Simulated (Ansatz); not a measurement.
## Defect calculation: Ti_Si in beta Si3N4

The numbers are results of PBE, PAW (plane waves to 420 eV; Ansatz, a first-principles code), not measurements. Cell: 84 sites, 1×1×3; final energies on a 2×2×2 shifted mesh. Site at the start: the Si(1,4-fold) site. Charged cells carry a point-charge image correction with potential alignment at far atoms. Dielectric constants: PBE linear response of the host. Host gap at this level: 4.25 eV. A cell of this size leaves errors of a few tenths of an eV. Levels are measured in PBE's own, too narrow, gap. Spin–orbit coupling is left out, and no Hubbard U is applied to the open shells. Each state is the lowest found from its start.

Formation energies E_f are given with the Fermi level at the valence-band maximum. Chemical conditions: N-rich (Δμ(Si) = -2.47 eV, Δμ(Ti) = -3.43 eV, bounded by rock-salt TiN; only phases computed here count, gases as isolated molecules at 0 K); Si-rich (Δμ(Si) = 0.00 eV, Δμ(Ti) = -1.70 eV, bounded by TiSi2 (Cmcm); only phases computed here count, gases as isolated molecules at 0 K). Reference phases: Si: silicon, Ti: hcp Ti.

```
charge         moment (μB)  largest move off a lattice site (Å)  image correction with alignment (eV)  E_f, N-rich (eV)  E_f, Si-rich (eV)
------  ------------------  -----------------------------------  ------------------------------------  ----------------  -----------------
+1†                    1.0                                 0.16                                  0.22                 –                  –
0       not spin-polarised                                 0.16                                  0.00              1.13               1.87
−1                     1.0                                 0.23                                  0.12              4.22               4.96
```

† Not settled in this cell, so no level is given: charge +1: carriers not clearly localised, level within 0.1 eV of a band edge or past it.

Transition levels above the valence-band maximum: ε(0/−1) = 3.09 eV. With a charge missing or unsettled, these needn't be thermodynamic levels.

Flagged in the runs: a doubtful potential alignment, a host whose relaxation on this sampling wasn't shown to rest, a strain field that reaches the edge of the cell.

All states together cost roughly 60 core-minutes.
